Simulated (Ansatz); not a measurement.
Amorphous Si$_{24}$O$_{48}$Cu$_{2}$

A CHGNet melt-quench gave the starting glass, which DFT then relaxed. O atoms were pushed apart under 1.9 Å during the dynamics, to hinder bonds among them. The hot cell started wider than the set density and was brought back towards it in steps. It is the lowest in DFT energy of 2 quenches. It is a model cell: composition and starting density were chosen by hand, and all elements were melted together. No dispersion term was used.

Methods: PBE, scalar-relativistic without spin-orbit coupling (Ansatz, a quantum-chemistry and plane-wave program); r2SCAN, scalar-relativistic without spin-orbit coupling (Ansatz); HSE06, scalar-relativistic without spin-orbit coupling (Ansatz). Geometry, pressure, stress and energy are those of the PBE run. Its sampling: a 2×2×2 Γ-centred mesh; Fermi-Dirac width 0.02 eV; no spin polarisation. Other functionals are single points at the zone centre (r2SCAN at 500 eV; exact exchange cut at the cell's faces), free to take moments where seeds were set. At PBE the levels at the filled edge of the gap are localised (band-tail or defect states), and the nearest spread-out levels lie 4.8 eV apart at the zone centre.

The number of atoms in the cell is 74, the density (held, not predicted) is 2.35 g/cm³ and the volume per atom is 15.01 Å³. The pressure on a 2×2×2 Γ-centred mesh comes out as -0.32 GPa and the largest force and stress component on that mesh (the relaxation ran on the zone centre alone) comes out as 0.07 eV/Å and 1.8 GPa. The energy relative to alpha cristobalite + fcc Cu (lowest mix at this level among the phases computed, not always the ambient ones) comes out as 0.218 eV/atom. The level gap on a 2×2×2 Γ-centred mesh (PBE) is 1.68 eV, the level gap at the zone centre (PBE) comes out as 1.77 eV and the level gap at the zone centre (r2SCAN) comes out as 2.03 eV. The level gap at the zone centre (HSE06) is 3.11 eV.

Cut-offs for bonds: Si-Si 2.60 Å, Si-O 1.92 Å, Si-Cu 2.67 Å, O-O 1.58 Å, O-Cu 2.38 Å, Cu-Cu 2.90 Å. Two cations that share two anions don't count as bonded, nor two that share one unless they lie closer than Si-Si 2.38 Å, Si-Cu 2.60 Å, Cu-Cu 2.82 Å.

```json
{
 "Mean coordination of Si by anions": "3.96 (1 with 3, 23 with 4); 1 close contacts or bonds to cations besides",
 "Mean coordination of O": "2.04 (46 with 2, 2 with 3)",
 "Mean coordination of Cu by anions": "1.50 (1 with 1, 1 with 2); 1 close contacts or bonds to cations besides",
 "Mean Si-O bond": "1.649 Å (spread 0.031 Å, 95 counted)",
 "Mean O-Cu bond": "1.923 Å (spread 0.030 Å, 3 counted)"
}
```

Its density started from a set value of 2.35 g/cm³. The simulated quench (nominally 320 K/ps over its main leg) is rapid and tends to freeze in more defects than a deposited or slowly cooled glass has. One small periodic cell is one sample of the glass; other quenches scatter about these values. The volume was held where the preparation left it, at a PBE pressure of -0.3 GPa (tension). Stress components on the final sampling reach 1.8 GPa.
